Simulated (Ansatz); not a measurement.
Base system: MnTlI$_{3}$ in the cubic perovskite structure (space group Pm-3m, No. 221; a = 5.7391 Å; ferromagnetic; a hypothetical phase, not in the database extracts checked). Axes: x, y, z lie along the cube axes.

The change: the cell is stretched by 4.85 % along z with no lateral relaxation, atoms relaxed at fixed cell.

All numbers come from plane-wave PAW DFT at the r2SCAN level (Ansatz, a quantum-chemistry and plane-wave program, 500 eV), no spin-orbit coupling.

Problem. Give the band edges at the high-symmetry points of the new zone, measured from its valence-band maximum.

Solution. 
| point | valence edge (eV) | conduction edge (eV) |
|---|---|---|
| Γ | -1.28 | 0.56 |
| X | -1.32 | 1.70 |
| M | -0.01 | 1.91 |
| Z | -1.31 | 1.63 |
| R | -0.28 | 1.92 |
| A | 0.00 | 2.24 |

The gap is 0.56 eV, indirect, A → Γ.

The magnetic state is the one reached from the starting moments; the real material's order can differ, and small cells can't hold many antiferromagnetic ones. With I and Tl present, leaving out spin-orbit coupling can change the band edges. The cells carry an imposed strain or load. Whether these cells are dynamically stable was not tested. Many cubic perovskites are stable only at high temperature; tilts and polar distortions were not tested. Labels are those of the standard path for the cell's own space group.
